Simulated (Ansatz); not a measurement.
Levels about the gap of amorphous Si24O51B2 (77 atoms in a cell of 1150 Å³, 2.18 g/cm³; zone centre alone, so wide bands show as single levels with stretches between that a denser mesh fills), at the geometry that PBE relaxed, where it gives 0.3 GPa on a denser mesh. The participation number counts the atoms over which a state spreads; weights are charges in smoothed Voronoi cells. The levels come from a single point, so bond lengths are those of that geometry. Method of the levels: PBE, scalar-relativistic without spin-orbit coupling (Ansatz, a program for electronic structure). Sampling: the zone centre alone; Fermi-Dirac width 0.02 eV; no spin polarisation. At PBE the levels at the filled edge of the gap are localised (band-tail or defect states), and the nearest spread-out levels lie 5.4 eV apart at the zone centre.

A CHGNet melt-quench gave the starting glass, which DFT then relaxed. O atoms were pushed apart under 1.9 Å during the dynamics, to hinder bonds among them. The hot cell started wider than the set density and was brought back towards it in steps. It is the lowest in DFT energy of 2 quenches. It is a model cell: composition and starting density were chosen by hand, and all elements were melted together. No dispersion term was used. Its density started from a set value of 2.18 and ended at 2.18 g/cm³. The simulated quench (nominally 480 K/ps over its main leg) is rapid and tends to freeze in more defects than a deposited or slowly cooled glass has. One small periodic cell is one sample of the glass; other quenches scatter about these values. The volume was held where the preparation left it and the shape relaxed, at a PBE pressure of 0.3 GPa.

| E - E(highest filled), eV | filling | participation number | largest on | weight O | weight Si | weight B |
|---|---|---|---|---|---|---|
| -0.45 | filled | 15.0 | O, 2 neighbours | 0.96 | 0.04 | 0.00 |
| -0.43 | filled | 18.5 | O, 2 neighbours | 0.96 | 0.04 | 0.00 |
| -0.38 | filled | 18.7 | O, 2 neighbours | 0.96 | 0.04 | 0.00 |
| -0.34 | filled | 14.6 | O, 2 neighbours | 0.96 | 0.03 | 0.01 |
| -0.18 | filled | 8.8 | O, 2 neighbours | 0.96 | 0.04 | 0.00 |
| -0.07 | filled | 6.2 | O, 2 neighbours | 0.96 | 0.04 | 0.00 |
| 0.00 | filled | 7.9 | O, 2 neighbours | 0.95 | 0.05 | 0.00 |
| 4.99 | empty | 59.6 | Si, 4 neighbours | 0.70 | 0.28 | 0.02 |
| 6.21 | empty | 23.0 | Si, 4 neighbours | 0.61 | 0.36 | 0.03 |
| 6.67 | empty | 46.5 | O, 2 neighbours | 0.63 | 0.34 | 0.03 |
| 6.75 | empty | 42.9 | Si, 4 neighbours | 0.61 | 0.34 | 0.05 |
| 6.80 | empty | 17.9 | B, 3 neighbours | 0.58 | 0.22 | 0.20 |
| 6.96 | empty | 11.8 | B, 3 neighbours | 0.55 | 0.19 | 0.26 |

Most localised among these is the filled level at -0.07 eV, on a O atom, which has 2 neighbours (Si 1.67 Å, Si 1.70 Å).
